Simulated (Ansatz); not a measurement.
rock-salt TaN (1 1 1) on wurtzite AlN (0 0 1) (film strained to the substrate, started from cuts of the bulks and a machine-learned relaxation; slabs Al6N6 and N4Ta4, which can lie off the formulas)

A periodic stack without vacuum, rock-salt TaN (1 1 1) on wurtzite AlN (0 0 1) (film strained to the substrate, started from cuts of the bulks and a machine-learned relaxation; slabs Al6N6 and N4Ta4, which can lie off the formulas): substrate slab Al6N6, film N4Ta4, surface cells [[0, 1], [-1, 0]] and [[1, 0], [0, 1]], film strained by +0.2 and +0.2 %, outermost planes N/Al and N/Ta as cut, which need not be the usual terminations and can put a slab off its formula.

The start was prepared with a machine-learned potential, and the result is one local minimum, with the in-plane cell held and forces under 0.04 eV/Å; the film can end far from its bulk form.

Computed with PBE (plane waves to 420 eV, PAW; Ansatz, a first-principles code). Spin–orbit coupling is left out; the runs are not spin-polarised; PBE gaps are too small against experiment. Its k-point mesh 11×11×1, Fermi–Dirac width 0.05 eV.

- interface area = 8.5 Å²
- period = 25.80 Å
- heights between the nearest atoms of the two slabs at the two interfaces = 1.91 and 2.09 Å
- Al–Ta contacts across the interfaces within 1.22 times the sum of covalent radii = 6, mean 3.36 Å
- N–Ta contacts across the interfaces within 1.22 times the sum of covalent radii = 1, mean 2.09 Å
- Al–N contacts across the interfaces within 1.22 times the sum of covalent radii = 1, mean 1.91 Å
- estimate of the barrier = withheld, since the two interfaces are unlike

```yaml
crystal:
  lattice:
    - [3.13018, 0.00003, 0.07846]
    - [1.56506, 2.71090, 0.01554]
    - [0.91588, -0.68017, 25.83565]
  atoms:
    - { symbol: Al, position: [0.56161, 0.22890, 0.06105] }
    - { symbol: Al, position: [0.82989, 0.59488, 0.15845] }
    - { symbol: N, position: [0.51183, 0.25391, 0.13542] }
    - { symbol: N, position: [0.90918, 0.55509, 0.03986] }
    - { symbol: Al, position: [0.43175, 0.29400, 0.25571] }
    - { symbol: Al, position: [0.70038, 0.65971, 0.35297] }
    - { symbol: N, position: [0.38231, 0.31875, 0.32993] }
    - { symbol: N, position: [0.78051, 0.61958, 0.23267] }
    - { symbol: Al, position: [0.30233, 0.35877, 0.45026] }
    - { symbol: Al, position: [0.57115, 0.72436, 0.54744] }
    - { symbol: N, position: [0.25298, 0.38346, 0.52454] }
    - { symbol: N, position: [0.65108, 0.68435, 0.42722] }
    - { symbol: N, position: [0.52209, 0.74873, 0.62141] }
    - { symbol: N, position: [0.79442, 0.11262, 0.71279] }
    - { symbol: N, position: [0.06095, 0.47946, 0.81272] }
    - { symbol: N, position: [0.32878, 0.84565, 0.91069] }
    - { symbol: Ta, position: [0.15972, 0.43005, 0.66498] }
    - { symbol: Ta, position: [0.42995, 0.79489, 0.75947] }
    - { symbol: Ta, position: [0.69448, 0.16276, 0.86199] }
    - { symbol: Ta, position: [0.96326, 0.52826, 0.95904] }
```
